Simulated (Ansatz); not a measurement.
Amorphous Si48N60, 108 atoms at 2.93 g/cm³, one PBE-relaxed geometry, zone centre. Methods: PBE, scalar-relativistic without spin-orbit coupling (Ansatz, a program for electronic structure); r2SCAN, scalar-relativistic without spin-orbit coupling (Ansatz). Plane waves to 420 eV (r2SCAN 500 eV). The usual formal charges leave 12 electrons over, so the level spacing at the Fermi energy parts defect or band states and needn't be the band gap. At PBE the levels at both edges of the gap are localised (band-tail or defect states), and the nearest spread-out levels lie 2.1 eV apart at the zone centre. The higher rungs were started with moments on some atoms, which died out.

A CHGNet melt-quench gave the starting glass, which DFT then relaxed. N atoms were pushed apart under 1.9 Å during the dynamics, to hinder bonds among them. The hot cell started wider than the set density and was brought back towards it in steps. It is the lowest in DFT energy of 2 quenches. It is a model cell: composition and starting density were chosen by hand, and all elements were melted together. No dispersion term was used. Its density started from a set value of 2.93 and ended at 2.93 g/cm³. The simulated quench (nominally 300 K/ps over its main leg) is rapid and tends to freeze in more defects than a deposited or slowly cooled glass has. One small periodic cell is one sample of the glass; other quenches scatter about these values. The volume was held where the preparation left it, at a PBE pressure of -0.5 GPa (tension). Stress components on the final sampling reach 3.1 GPa.

The relaxation ran on the zone centre alone. At PBE the level spacing at the Fermi energy is 0.60 eV on a 2×2×2 Γ-centred mesh, and the spacing at the zone centre alone 0.63 eV.

Problem. What zone-centre spacing does r2SCAN give, roughly?

Solution. 0.78 eV (+0.15 eV against PBE).

The highest filled and the lowest empty state spread over these numbers of atoms (participation numbers): PBE: 6.5 and 7.6; r2SCAN: 6.1 and 7.0.
